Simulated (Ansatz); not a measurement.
**BaTe: isotropic strain +3.00 %**

Base system: BaTe in the rock salt structure (space group Fm-3m, No. 225; a = 6.941 Å).

Perturbation: every lattice vector is stretched by 3.00 %, atoms relaxed at fixed cell.

Method: Ansatz (a quantum-chemistry and plane-wave program), PBEsol, PAW, cutoff 420 eV, without spin-orbit coupling. Settings: 8×8×8 k-points, 0.05 eV Fermi–Dirac smearing.

```tsv
quantity	base	changed	shift
volume per atom	41.81 Å³	45.68 Å³	+3.877 Å³
space group	Fm-3m (No. 225)	Fm-3m (No. 225)	–
shortest interatomic distance	3.471 Å	3.575 Å	+0.104 Å
energy relative to the base (free energy F)	0 meV/atom	+31 meV/atom	+31 meV/atom
band gap	1.46 eV	1.64 eV	+0.173 eV
gap character	indirect, Γ → X	indirect, Γ → X	–
mean gap deformation potential ΔEg/Δln V	–	+2.0 eV	–
width of the top valence band	1.12 eV	0.96 eV	-0.16 eV
electron mass	1.3 mₑ along k, 0.26 mₑ across (at X)	1.3 mₑ along k, 0.28 mₑ across (at X)	–
valley order (the lowest conduction-band minima on the path, energy above the VBM, named in the base's zone)	X along ⟨100⟩ 1.46 eV; a point along ⟨111⟩, about 0.2 Å⁻¹ from Γ 2.93 eV	X along ⟨100⟩ 1.64 eV; Γ 2.58 eV	–
```

Final structure:

```yaml
crystal:
  lattice:
    - [0.00000, 3.57482, 3.57482]
    - [3.57482, 0.00000, 3.57482]
    - [3.57482, 3.57482, 0.00000]
  atoms:
    - { symbol: Ba, position: [0.00000, 0.00000, 0.00000] }
    - { symbol: Te, position: [0.50000, 0.50000, 0.50000] }
```

Cost of the whole job for the changed cell (relaxation, final SCF and bands): very roughly 6 core-seconds.

Spin-orbit coupling, missing from the scalar runs, can matter with Te. Masses are band curvatures over ±0.01 Å⁻¹ around the edge. Along k means along the line from Γ to the band edge. No phonon test of stability was made.
